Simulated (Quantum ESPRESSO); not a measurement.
**Quick settings and what they miss: TiRe (Pm-3m, 2 atoms in the cell)**

Self-consistent single point.

```xyz
2
Lattice="3.0469 0.0000 0.0000 0.0000 3.0469 0.0000 0.0000 0.0000 3.0469" Properties=species:S:1:pos:R:3 pbc="T T T"
Ti     1.5234     1.5234     1.5234
Re     0.0000     0.0000     0.0000
```

Level of theory: PBEsol, PseudoDojo standard norm-conserving (PBESOL) pseudopotentials (plane waves; Quantum ESPRESSO).

Base settings: ecutwfc = 85 Ry; occupations = smearing; smearing = gauss; degauss = 0.0099958 Ry; potentials = {Ti: Ti.upf, Re: Re.upf}; K_POINTS = automatic 9 9 9 0 0 0; conv_thr = 1e-10 Ry; mixing_beta = 0.3.

Tight run (finer mesh or higher cutoff; not a proven limit): ecutwfc: 85 Ry → 119 Ry; conv_thr: 1e-10 Ry → 7.3e-11 Ry; K_POINTS: automatic 9 9 9 0 0 0 → automatic 13 13 13 0 0 0. It gave Fermi level (on the code's own zero) 20.41 eV; pressure 9.32 GPa.

Quick runs, as changes from the base:
- A: the base itself
- B: ecutwfc: 85 Ry → 42 Ry; degauss: 0.0099958 Ry → 0.019992 Ry; K_POINTS: automatic 9 9 9 0 0 0 → automatic 4 4 4 0 0 0; potentials: PseudoDojo standard norm-conserving (LDA) [LDA (PW92)]
- C: ecutwfc: 85 Ry → 68 Ry; K_POINTS: automatic 9 9 9 0 0 0 → automatic 6 6 6 0 0 0
- D: ecutwfc: 85 Ry → 59 Ry; conv_thr: 1e-10 Ry → 7.3e-06 Ry; K_POINTS: automatic 9 9 9 0 0 0 → automatic 4 4 4 0 0 0
- E: ecutwfc: 85 Ry → 42 Ry; degauss: 0.0099958 Ry → 0.036749 Ry; K_POINTS: automatic 9 9 9 0 0 0 → automatic 8 8 8 0 0 0
- F: ecutwfc: 85 Ry → 68 Ry; conv_thr: 1e-10 Ry → 7.3e-05 Ry; K_POINTS: automatic 9 9 9 0 0 0 → automatic 2 2 2 0 0 0

Energies are extrapolated to zero smearing width, which holds to low order in the width alone (under cold and Methfessel-Paxton smearing the free energy itself is taken).

Dashes: energy of B, another energy zero; pressure of D, F, not trusted under this conv_thr with d or f elements.

† marks runs with another functional, U, potentials or spin treatment: their distance from the tight run is not a convergence error alone.

The count of work is k-points × plane waves × bands × iterations; it is no time. 

The starting cell comes from a database of computed structures (which also holds hypothetical and non-ambient phases and stackings), without a prior relaxation at this level. Its lattice was rescaled by a random factor within 2.5 % of one. Spin polarisation is off. In the base run, with a pressure of about 9 GPa the cell is away from its equilibrium volume at this level.

| run | energy less tight (meV/atom) | pressure less tight (GPa) | count of work / tight |
|---|---|---|---|
| A | -5.8 | -0.30 | 0.25 |
| B† | – | -61.09 | 0.026 |
| C | -15.3 | -1.03 | 0.098 |
| D | 40.5 | – | 0.020 |
| E | 1096.2 | -49.54 | 0.072 |
| F | 971.4 | – | 0.015 |

Among the runs at the tight run's level, the energy misses run from 5.8 to 1096.2 meV/atom.
